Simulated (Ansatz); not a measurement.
**GeSe (Fm-3m, No. 225, 2 atoms in the cell; start mp-10759; a measured phase of this formula has another space group)**

Calculation: PBEsol (Ansatz, a quantum-chemistry and plane-wave program, plane waves, PAW).

Settings: plane-wave cutoff 500 eV, 12×12×12 k mesh, Fermi–Dirac smearing 0.05 eV, scalar-relativistic PAW data made under PBE.

Cell (relaxed at this level):

```xyz
2
Lattice="0.0000 2.7808 2.7808 2.7808 0.0000 2.7808 2.7808 2.7808 0.0000" Properties=species:S:1:pos:R:3 pbc="T T T"
Ge     0.0000     0.0000     0.0000
Se     2.7808     2.7808     2.7808
```

For GeSe (Fm-3m, No. 225, 2 atoms in the cell; start mp-10759; a measured phase of this formula has another space group), the band gap is 0.30 eV (on the SCF k mesh).

Note: the relaxation could not lower the start's symmetry, so the cell can be a saddle point above a distorted one.

Spin–orbit coupling is not included.

Static lattice: no zero-point or thermal effects.

It cost about 26 core-seconds (a rough figure) of CPU time.

A start named mp-… is a Materials Project structure, which need not be a measured phase.
